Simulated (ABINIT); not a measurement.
A series of runs on Al2Cu (I4/mcm, 6 atoms in the cell)

```
CELL_PARAMETERS angstrom
     -2.94222     2.94222     2.34751
      2.94222    -2.94222     2.34751
      2.94222     2.94222    -2.34751
ATOMIC_POSITIONS crystal
  Al 0.84139 0.65861 0.50000
  Al 0.15861 0.34139 0.50000
  Al 0.65861 0.15861 0.81722
  Al 0.34139 0.84139 0.18278
  Cu 0.25000 0.25000 0.00000
  Cu 0.75000 0.75000 0.00000
```

Base run A: PBE, PAW (JTH v2.0 PBE PAW) (ABINIT 10.0.3), self-consistent single point.

Its settings: pseudos = [Al.GGA_PBE-JTH.xml, Cu.GGA_PBE-JTH.xml]; ecut = 30 Ha; pawecutdg = 60 Ha; occopt = 6; tsmear = 0.00367493 Ha; ngkpt = 5 5 5; nshiftk = 1; shiftk = 0 0 0; potentials = JTH v2.0 PBE PAW; nband = 33; kptopt = 1; nstep = 50; tolvrs = 1e-10.

The starting cell comes from a database of computed structures (which also holds hypothetical and non-ambient phases and stackings), without a prior relaxation at this level. Its lattice was rescaled by a random factor within 2.5 % of one. Spin polarisation is off. In the base run, with a pressure of about 11 GPa the cell is away from its equilibrium volume at this level.

ΔF is the free energy per atom less that of run A. A dash stands where there is no value to compare (another energy zero or no entropy term, no result, no spin, no clean gap, or a mesh too coarse for one). 

These are the values that this program gave, and no reference: the one-centre exchange-correlation terms come from a truncated expansion.

Run A gave: pressure (GPa) 11.15; largest force (eV/Å) 0.037; iterations 22; ending converged.

Runs:
- B: nline, nnsclo = 1, default
- C: nline, nnsclo = 2, default
- D: nline, nnsclo = 3, default
- E: nline, nnsclo = 6, default
- F: nline, nnsclo = 8, default
- G: nline, nnsclo = 12, default
- H: nline, nnsclo = default, 2
- I: nline, nnsclo = default, 3

**Question.** Which runs reach the base run's state, and which is quickest in iterations?

**Answer.** Runs C, D, E, F, G, H, I gave the same state as A (within 1 meV/atom). Runs B gave no result. The fewest iterations to that state were 11 (H, I); the most were 25.

```csv
run,ΔF (meV/atom),pressure (GPa),largest force (eV/Å),iterations,ending
A,0.00,11.15,0.037,22,converged
B,–,–,–,50,not converged
C,0.00,11.15,0.037,25,converged
D,0.00,11.15,0.037,19,converged
E,0.00,11.15,0.037,19,converged
F,0.00,11.15,0.037,16,converged
G,0.00,11.15,0.037,22,converged
H,0.00,11.15,0.037,11,converged
I,0.00,11.15,0.037,11,converged
```
